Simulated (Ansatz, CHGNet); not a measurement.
For GePd (model structure, started from the CoSn type, P6/mmm, No. 191, 6 atoms in the cell), the machine-learned potential CHGNet 0.3.0 (trained on PBE and PBE+U data) gives:

```
Quantity              Result
-------------------  -------
lattice parameter a  5.664 Å
c axis length        3.921 Å
```

**Question.** What does r²SCAN+rVV10 (plane waves, PAW; Ansatz, a first-principles code) give for the same quantities?

**Answer.** 
- lattice constant a: 5.518 Å (shrinks by 2.6 %)
- lattice parameter c: 3.982 Å (goes up by 1.6 %)

Changes are worked out from the printed values.

Unless a cell is named, each level is at its own relaxed cell (CHGNet 0.3.0 18.16, r²SCAN+rVV10 17.50 Å³/atom).

The crystal itself was run without spin with r²SCAN+rVV10; a magnetic state was not tried in these runs.

Ansatz's density-functional and Hartree–Fock values are scalar-relativistic unless marked +SOC, with PAW data made under PBE.

A model structure was made by putting elements into a prototype or built by hand; it is no filed structure, need not be a known phase, and can be a saddle point held by its symmetry.
